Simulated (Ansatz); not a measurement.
**Worked example: self-consistent single point of a (110) slab of LaP (cut from a parent of space group no. 225; 8 atoms in the cell) in Ansatz (a first-principles code)**

Computed with LDA (PW92), default PAW files made with PBE (plane waves; Ansatz).

Input as run:

Ansatz 0.2 input:
```yaml
# LaP
crystal:
  lattice:
    - [6.04830000, 0.00000000, 0.00000000]
    - [0.00000000, 4.27679400, 0.00000000]
    - [0.00000000, 0.00000000, 20.41518500]
  atoms:
    - { symbol: La, position: [0.00000000, 0.25000000, 0.44762700] }
    - { symbol: La, position: [0.50000000, 0.75000000, 0.34288200] }
    - { symbol: La, position: [0.00000000, 0.25000000, 0.65711800] }
    - { symbol: La, position: [0.50000000, 0.75000000, 0.55237300] }
    - { symbol: P, position: [0.00000000, 0.75000000, 0.34288200] }
    - { symbol: P, position: [0.50000000, 0.25000000, 0.44762700] }
    - { symbol: P, position: [0.00000000, 0.75000000, 0.55237300] }
    - { symbol: P, position: [0.50000000, 0.25000000, 0.65711800] }
basis:
  ecutwfc: 420.0 eV
kpoints:
  mp_grid: { grid: [5, 7, 1] }
hamiltonian:
  xc: lda
  pseudopotentials: { kind: paw }
scf:
  occupations: { method: fermi_dirac, width: 0.1 eV }
output:
  forces: true
  eigenvalues: true
  stress: true
```

Output (repeated stretches shortened):

```
WARN ansatz: RAYON_NUM_THREADS=1 ignored (pool sized by the plan → 1); use --threads N
Pseudopotentials: kind: paw
Pseudopotential: La, paw, valence charge 11
Pseudopotential: P, paw, valence charge 5
Crystal: 8 atoms, lattice volume = 528.086 Å³
Basis set: ecut = 420 eV, 10331 PW (Γ)
Bands: 40, of which v1, the nominal top of the filled ones, is band 32 counted from 1 (31 counted from 0)
Symmetry: 8 space group operations
Space group: Pmmn (ITA 59), of the structure as read, at distance tolerance 8.1e-5 Å
k-points: 12 of 35
PAW frozen core: La, regenerated for the run's functional, and the local potential with it
PAW frozen core: P, regenerated for the run's functional, and the local potential with it
Initial density: superposition of atomic densities (neutral atoms: chi_scale 0, normalization atom), corrected by the library's trained network
Initial wavefunctions: pseudopotential atomic-orbital guess
Eigensolver: davidson
Functional: x = slater, c = lda
SCF iter   1: F=—  HF=-27215.937897 eV  |F-HF|=—  |Δ(HF+E_count)|=         —  Δρ=3.89e-3  dr2=1.45e-1  ethr=1.77e-3  ⟨swp⟩=9.2  Hψ=2903  notcnv=0
all-band conjugate gradients solve this SCF's bands
preconditioner: auto → LDOS
SCF iter   2: F=—  HF=-27215.952122 eV  |F-HF|=—  |Δ(HF+E_count)|=   1.42e-2  Δρ=3.41e-3  dr2=1.88e-1  ethr=2.27e-4  ⟨swp⟩=8.3  Hψ=1522  notcnv=0  defer=11
SCF iter   3: F=—  HF=-27215.909362 eV  |F-HF|=—  |Δ(HF+E_count)|=   4.28e-2  Δρ=5.72e-4  dr2=1.04e-2  ethr=2.27e-4  ⟨swp⟩=6.3  Hψ=1103  notcnv=0  defer=2
SCF iter   4: F=—  HF=-27215.907965 eV  |F-HF|=—  |Δ(HF+E_count)|=   1.40e-3  Δρ=2.04e-4  dr2=7.93e-4  ethr=1.63e-5  ⟨swp⟩=2.9  Hψ=913  notcnv=0
SCF iter   5: F=—  HF=-27215.907910 eV  |F-HF|=—  |Δ(HF+E_count)|=   5.49e-5  Δρ=6.96e-5  dr2=3.88e-5  ethr=1.24e-6  ⟨swp⟩=2.6  Hψ=732  notcnv=0  defer=1
SCF iter   6: F=—  HF=-27215.907940 eV  |F-HF|=—  |Δ(HF+E_count)|=   2.96e-5  Δρ=1.82e-5  dr2=1.77e-6  ethr=6.06e-8  ⟨swp⟩=3.0  Hψ=893  notcnv=0
SCF iter   7: F=-27215.907940 eV  HF=-27215.907940 eV  |F-HF|=4.26e-8  |Δ(HF+E_count)|=   3.57e-7  Δρ=4.64e-6  dr2=8.55e-8  ethr=1.56e-10  ⟨swp⟩=24.2  Hψ=3860  notcnv=0
SCF 1 converged in 7 iterations: F = -27215.907940 eV  dr2 = 8.55e-8
SCF converged after 7 iterations
Free energy (F): -27215.907940 eV
Harris-Foulkes:  -27215.907940 eV  (|F-HF|=4.26e-8)
Internal energy: -27215.841409 eV  (E = F + TS)
E sigma→0 (E₀):  -27215.874675 eV
Entropy (-TS):   -0.066531 eV (-8.316 meV/atom)
Fermi energy:    1.932638 eV
--- Per-component energies (eV) ---
  E_band       = -633.996898
  E_kinetic    = 1033.894824
  E_local      = -18443.795880  (includes V_loc(G=0)·N_el)
  E_nonlocal   = 540.897554
  E_hartree    = 8681.215197
  E_xc         = -790.304293
  E_vxc        = -822.956760  (∫ρ·V_xc dr)
  E_paw        = -23138.090399  (= ΣΔE_a)
  E_vpaw       = -304.478956  (= ΣTr[D̂ρ^β])
  E_aug_tail   = 0.000011  (compensation charges beyond the density's cutoff)
  E_ewald      = 4898.581306
  E_core_change = 1.760271  (= ΣΔE_core)
  E_smearing   = -0.066531  (= −TS)
  E_closure    = -0.000000  (closes the sum)
  Σ components = -27215.907940   (vs F -27215.907940, Δ=0.00e0)
--- Forces (eV/Å), atoms counted from 1 ---
  atom   1  La     0.00000000     0.00000000    -0.77877615
  atom   2  La     0.00000000    -0.00000000     1.33408510
  atom   3  La     0.00000000    -0.00000000    -1.33408510
  atom   4  La     0.00000000     0.00000000     0.77877615
  atom   5  P      0.00000000     0.00000000     0.65830649
  atom   6  P      0.00000000     0.00000000    -0.93374802
  atom   7  P      0.00000000     0.00000000     0.93374802
  atom   8  P      0.00000000     0.00000000    -0.65830649
  max |Σ_I F_I| component: 7.94e-23 eV/Å
--- Stress (GPa, compression-positive) ---
       -4.593369       0.000000       0.000000
        0.000000      -1.682569       0.000000
        0.000000       0.000000      -2.766399
  P = ⅓ Tr σ = -3.0141 GPa (-30.141 kbar)
  The stress holds the Pulay correction. Without it, at fixed plane waves, as pw.x and ABINIT print it: P = -3.0218 GPa
--- Band table (eV; the first three rows and the last of 12) ---
  k-point 0: bands = ["-31.2047", "-31.2046", "-30.1947", "-30.1640", "-14.9963", "-14.9837", "-14.7929", "-14.7912", "-14.7119", "-14.7035", "-14.0472", "-14.0036", "-13.8942", "-13.8057", "-13.7927", "-13.6946", "-7.3892", "-7.1024", "-6.4654", [...]
  k-point 1: bands = ["-31.2022", "-31.2020", "-30.1905", "-30.1627", "-14.9879", "-14.9768", "-14.8431", "-14.8413", "-14.7034", "-14.6966", "-14.0343", "-13.9869", "-13.9006", "-13.8342", "-13.8157", "-13.7606", "-7.3064", "-7.0723", "-6.4524", [...]
  k-point 2: bands = ["-31.1964", "-31.1963", "-30.1799", "-30.1607", "-14.9827", "-14.9732", "-14.9396", "-14.9384", "-14.6845", "-14.6810", "-14.0006", "-13.9982", "-13.9856", "-13.8641", "-13.8452", "-13.8370", "-7.1687", "-7.0596", "-6.3927", [...]
  k-point 11: bands = ["-31.1915", "-31.1915", "-30.1661", "-30.1640", "-15.0572", "-15.0560", "-14.9373", "-14.9372", "-14.7211", "-14.7196", "-14.1353", "-14.1350", "-13.8907", "-13.8662", "-13.8356", "-13.8246", "-6.7673", "-6.7599", "-5.9613", [...]
```

The run converged in 7 iterations.

The starting cell comes from a database of computed structures (which also holds hypothetical and non-ambient phases and stackings), without a prior relaxation at this level. The slab is cut from that crystal, and its faces are unrelaxed. Its lattice was rescaled by up to half a per cent. Spin polarisation is off, though cut faces can carry moments. Forces in this geometry exceed 1 eV/Å.
